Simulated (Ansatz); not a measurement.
Take KI in the rock salt structure (space group Fm-3m, No. 225) as the base.

```
KI
1.0
    0.00000     3.59121     3.59121
    3.59121     0.00000     3.59121
    3.59121     3.59121     0.00000
K I
1 1
Direct
  0.00000   0.00000   0.00000
  0.50000   0.50000   0.50000
```

The values are results of Kohn–Sham DFT with the PBE functional, run in Ansatz (a first-principles code) with PAW and 420 eV plane waves, no spin-orbit coupling, not measurements.

Base values:

The electron mass comes out as 0.34 mₑ (at Γ), the valley order comes out as Γ 3.86 eV; X along ⟨100⟩ 5.02 eV and the hole mass is 0.51, 2.8, 2.8 mₑ (at Γ).

One thing is altered: an isotropic linear strain of +1.50 %, atoms relaxed at fixed cell.

Q: How does this affect the electron mass, energy relative to the base, valley order, mean gap deformation potential ΔEg/Δln V and hole mass?

A: The electron mass goes from 0.34 mₑ (at Γ) to 0.35 mₑ (at Γ); the energy grows by 2.9 meV/atom; the valley order (the lowest conduction-band minima on the path, energy above the VBM, named in the base's zone) changes from Γ 3.86 eV; X along ⟨100⟩ 5.02 eV to Γ 3.76 eV; X along ⟨100⟩ 5.07 eV; the mean gap deformation potential ΔEg/Δln V is -2.1 eV; the hole mass (degenerate bands, along [100]) changes from 0.51, 2.8, 2.8 mₑ (at Γ) to 0.55, 3.0, 3.0 mₑ (at Γ).

With I present, leaving out spin-orbit coupling can change the band edges. Masses are band curvatures over ±0.01 Å⁻¹ around the edge. Whether these cells are dynamically stable was not tested.
